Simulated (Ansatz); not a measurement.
# Hf, response to strain

Consider Hf in the hcp (Mg type) structure (space group P6_3/mmc, No. 194; relaxed with 0.1 eV smearing).

```xyz
2
Lattice="3.1581 0.0000 0.0000 -1.5791 2.7350 0.0000 0.0000 0.0000 5.0045" Properties=species:S:1:pos:R:3 pbc="T T T"
Hf     0.0000     1.8233     3.7534
Hf     1.5791     0.9117     1.2511
```

Cartesian axes are those of the cell as printed.

Strains are applied to the cell and any free atomic positions relax; under biaxial strain the out-of-plane vector relaxes too.

Computed with PBEsol (Ansatz, a first-principles code, PAW, spin-orbit coupling left out).

Notes on the quantities. pressure: mean of the normal stresses, compression positive.

```json
[
 {"case": "base", "shortest interatomic distance": "309.6 pm", "pressure": "0.0 GPa", "space group": "P6_3/mmc (No. 194)"},
 {"case": "biaxial strain −4.90 %, plane normal [001], relaxed out of plane", "shortest interatomic distance": "300.3 pm", "pressure": "7.3 GPa", "space group": "P6_3/mmc (No. 194)"},
 {"case": "biaxial strain +4.80 %, plane normal [001], relaxed out of plane", "shortest interatomic distance": "308.4 pm", "pressure": "-5.7 GPa", "space group": "P6_3/mmc (No. 194)"},
 {"case": "isotropic strain +4.62 %", "shortest interatomic distance": "323.9 pm", "pressure": "-12.1 GPa", "space group": "P6_3/mmc (No. 194)"},
 {"case": "tensor shear ε_xz = +0.32 %", "shortest interatomic distance": "308.8 pm", "pressure": "0.0 GPa", "space group": "C2/c (No. 15)"}
]
```

Whether these cells are dynamically stable was not tested. The final runs are not spin-polarised.
